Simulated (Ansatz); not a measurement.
Defect: interstitial O in zinc-blende GaP, neutral cell. The step: a concerted move, in which O travels most; the atom moves 1.20 Å along (0.15, -0.15, 0.00) of the unit cell; the moving atom starts with neighbours Ga at 1.85; P at 1.59 Å and ends with Ga at 1.85; P at 1.59 Å. DFT values are from Ansatz (plane-wave PAW, 420 eV unless said) in a cell of 64 host sites, spin-restricted, static, with no finite-size correction. The charge state is imposed; whether it is stable for some Fermi level was not computed. Sites that were not tried may lie lower. For the PBE band: the saddle point's order was not checked, and it lies on a symmetry element of the cell, where a band can be held.

```tsv
Level	Forward barrier (eV)	Cost of the band or of the saddle's single point
PBE, one k-point at (0.250, 0.250, 0.250), band relaxed	1.33	around 30 core-minutes (rough)
PBE, a 2×2×2 k-point mesh shifted by half a step, same geometries	1.20	around 4 core-minutes (rough)
r2SCAN at 500 eV, one k-point at (0.250, 0.250, 0.250), same geometries	…	very roughly 2.2 core-minutes
```

Task: What belongs in the gaps?

Result: 
- r2SCAN at 500 eV, one k-point at (0.250, 0.250, 0.250), same geometries, Forward barrier (eV): 1.40

Ansatz is an electronic-structure program.
